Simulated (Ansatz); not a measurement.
# Pressure series in TiC

The parent structure is TiC in the rock salt structure (space group Fm-3m, No. 225).

```
CELL_PARAMETERS angstrom
      0.00000     2.16633     2.16633
      2.16633     0.00000     2.16633
      2.16633     2.16633     0.00000
ATOMIC_POSITIONS crystal
  C  0.00000 0.00000 0.00000
  Ti 0.50000 0.50000 0.50000
```

Cell and atoms are relaxed at each pressure.

Calculations: PBE (Ansatz, an electronic-structure program), no SOC, earlier PAW set.

| pressure (GPa) | volume per atom (Å³/atom) |
|---|---|
| -2 | 10.249 |
| 0 | 10.167 |
| 0.9 | 10.130 |
| 2.1 | ? |
| 4.5 | 9.992 |
| 9 | 9.831 |
| 15 | 9.634 |
| 22.5 | 9.413 |
| 30 | 9.214 |

Fit the third-order Birch–Murnaghan form P(V) = (3B₀/2)[(V₀/V)^(7/3) − (V₀/V)^(5/3)]·[1 + (3/4)(B₀′ − 4)((V₀/V)^(2/3) − 1)] (squares taken in P) to the rows shown and predict the withheld row.

Least squares on the printed values gives V₀ = 10.167 Å³/atom, B₀ = 251 GPa, B₀′ = 4.0; this predicts 10.083 Å³/atom, and the run gives 10.083 Å³/atom, in agreement.

Load acts through the strain it causes; cell and atoms are relaxed under it. Whether these cells are dynamically stable was not tested. Competing high-pressure phases were not computed. All final runs are without spin polarisation.
